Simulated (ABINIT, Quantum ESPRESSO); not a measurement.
An ABINIT input for a self-consistent single point of CrO2 (P4_2/mnm, 6 atoms in the cell) (DFT, PBE, plane waves, PAW (JTH v2.0 PBE PAW)):

```
# CrO2, JTH v2.0 PBE PAW
pp_dirpath "./"
pseudos "Cr.GGA_PBE-JTH.xml, O.GGA_PBE-JTH.xml"
acell 4.4532820000 4.4532820000 2.9430290000 Angstrom
rprim
         1.0000000000    0.0000000000    0.0000000000
         0.0000000000    1.0000000000    0.0000000000
         0.0000000000    0.0000000000    1.0000000000
natom 6
ntypat 2
znucl 24 8
typat 1 1 2 2 2 2
xcart
         0.0000000000    0.0000000000    1.4715145000
         2.2266410000    2.2266410000    0.0000000000
         0.8784544073    0.8784544073    0.0000000000
         3.5748275927    3.5748275927    0.0000000000
         1.3481865927    3.1050954073    1.4715145000
         3.1050954073    1.3481865927    1.4715145000
      Angstrom
ecut 30
pawecutdg 60
pawxcdev 0
nsppol 2
spinat
      0 0 3
      0 0 3
      0 0 0
      0 0 0
      0 0 0
      0 0 0
occopt 7
tsmear 0.272 eV
nband 37
kptopt 1
ngkpt 5 5 7
nshiftk 1
shiftk 0 0 0
nstep 100
tolvrs 1.0e-12
prtwf 0
prtden 0
prtvol 1
enunit 2
```

Task: Translate this input to Quantum ESPRESSO.

Result: This is the input that was run; spellings and numerical settings could be chosen otherwise.

```fortran
&control
    calculation = 'scf'
    prefix = 'CrO2'
    outdir = './tmp'
    pseudo_dir = './'
    tprnfor = .true.
    tstress = .true.
/
&system
    ibrav = 6
    A = 4.4532820000
    C = 2.9430290000
    nat = 6
    ntyp = 2
    ecutwfc = 55
    ecutrho = 440
    occupations = 'smearing'
    smearing = 'gaussian'
    degauss = 0.019992
    nspin = 2
    starting_magnetization(1) = 0.214
/
&electrons
    conv_thr = 1.0d-10
    mixing_beta = 0.4
/
ATOMIC_SPECIES
Cr    51.9961  cr_pbe_v1.5.uspp.F.UPF
O     15.9990  O.pbe-n-kjpaw_psl.0.1.UPF
ATOMIC_POSITIONS crystal
Cr    0.0000000000    0.0000000000    0.5000000000
Cr    0.5000000000    0.5000000000    0.0000000000
O     0.1972600000    0.1972600000    0.0000000000
O     0.8027400000    0.8027400000    0.0000000000
O     0.3027400000    0.6972600000    0.5000000000
O     0.6972600000    0.3027400000    0.5000000000
K_POINTS automatic
5 5 7  0 0 0
```

Basis settings and potentials, where a program has them, do not carry over. This input uses DFT, PBE, plane waves, SSSP 1.1.2 efficiency (PBE) pseudopotentials.

The starting cell comes from a database of computed structures (which also holds hypothetical and non-ambient phases and stackings), without a prior relaxation at this level. Its lattice was rescaled by a random factor within 2.5 % of one.
